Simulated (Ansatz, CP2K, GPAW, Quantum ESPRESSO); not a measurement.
One structure in several programs: Ag3Sb (P1, 8 atoms in the cell)

Self-consistent single point, at a second geometry (atoms moved at random). First geometry:

```
Ag3Sb
1.0
    4.91440     0.00000     0.00000
    0.00000     6.08666     0.00000
    0.00000     0.00000     5.36915
Ag Sb
6 2
Cartesian
  2.45720   0.00000   1.75206
  0.00000   3.04333   3.61709
  0.00000   1.53384   0.82583
  0.00000   4.55282   0.82583
  2.45720   1.50949   4.54332
  2.45720   4.57717   4.54332
  0.00000   0.00000   3.59830
  2.45720   3.04333   1.77085
```

Second geometry:
```
CELL_PARAMETERS angstrom
      4.91440     0.00000     0.00000
      0.00000     6.08666     0.00000
      0.00000     0.00000     5.36915
ATOMIC_POSITIONS crystal
  Ag 0.49902 0.99869 0.32589
  Ag 0.00946 0.50140 0.67842
  Ag 0.99923 0.25415 0.15686
  Ag 0.99404 0.74484 0.14095
  Ag 0.50633 0.24916 0.84344
  Ag 0.49492 0.75534 0.84398
  Sb 0.99745 0.00002 0.67617
  Sb 0.49955 0.49640 0.33429
```

Shared settings, as Ansatz (a quantum-chemistry and plane-wave program) writes them: kpoints.mp_grid.grid = 4 3 3; scf.occupations.method = gaussian; scf.occupations.width = 0.05 eV. Potentials and cutoffs stand in the table.

```json
[
 {"code": "Ansatz", "model": "PBEsol, PAW files made with PBE", "ΔF from the first geometry (meV/atom)": "2.4", "pressure (GPa)": "-5.54", "largest force (eV/Å)": "0.385", "cutoff": "default"},
 {"code": "Quantum ESPRESSO", "model": "PBEsol, PSlibrary PAW (PBE) pseudopotentials", "ΔF from the first geometry (meV/atom)": "2.6", "pressure (GPa)": "-6.72", "largest force (eV/Å)": "0.397", "cutoff": "50 Ry"},
 {"code": "CP2K", "model": "PBEsol, GPW, DZVP-MOLOPT-SR-GTH basis, GTH-PBE potentials (GTH_POTENTIALS)", "ΔF from the first geometry (meV/atom)": "3.1", "pressure (GPa)": "-3.24", "largest force (eV/Å)": "0.517", "cutoff": "grid 500 Ry"},
 {"code": "GPAW", "model": "PBEsol, GPAW PAW datasets PBEsol (made by gpaw-setup)", "ΔF from the first geometry (meV/atom)": "2.4", "pressure (GPa)": "-5.55", "largest force (eV/Å)": "0.377", "cutoff": "600 eV"}
]
```

Size of the force on each atom (eV/Å): Sizes of forces hide their directions.

| code | Ag1 | Ag2 | Ag3 | Ag4 | Ag5 | Ag6 | Sb7 | Sb8 |
|---|---|---|---|---|---|---|---|---|
| Ansatz | 0.078 | 0.106 | 0.104 | 0.205 | 0.133 | 0.117 | 0.385 | 0.189 |
| Quantum ESPRESSO | 0.064 | 0.119 | 0.105 | 0.227 | 0.126 | 0.114 | 0.397 | 0.197 |
| CP2K | 0.109 | 0.117 | 0.122 | 0.271 | 0.149 | 0.140 | 0.517 | 0.258 |
| GPAW | 0.074 | 0.106 | 0.102 | 0.202 | 0.131 | 0.115 | 0.377 | 0.185 |

No clean gap comes from Ansatz, Quantum ESPRESSO, CP2K and GPAW: levels at the Fermi energy touch, overlap or are partly filled at this smearing.

On Ansatz's run: spin-orbit coupling is off.

The spread over the programs that give each value: ΔF from the first geometry within 0.7 meV/atom; pressure within 3.48 GPa; largest force within 0.140 eV/Å.

CP2K uses small atom-centred bases, whose incompleteness enters pressures, forces and empty levels differently from a plane-wave cutoff. Ansatz's pressure is given at a fixed set of plane waves, as the other plane-wave codes print theirs; with its correction for the finite basis it is -5.49 GPa. In the pressure, Quantum ESPRESSO (by 1.17) and CP2K (by 2.31) lie more than 1 GPa from the median of the plane-wave programs. In the force vectors, CP2K (by 0.132) lies more than 0.08 eV/Å from the median of the plane-wave programs.

The shared mesh is coarse (it stands for a supercell whose shortest vector is 16 Å), so the values are not converged in it.

The starting cell comes from a database of computed structures (which also holds hypothetical and non-ambient phases and stackings), without a prior relaxation at this level. Its lattice was rescaled by a random factor within 2.5 % of one. For this run, on top of that: atoms moved at random.

Keys are those of Ansatz 0.2.
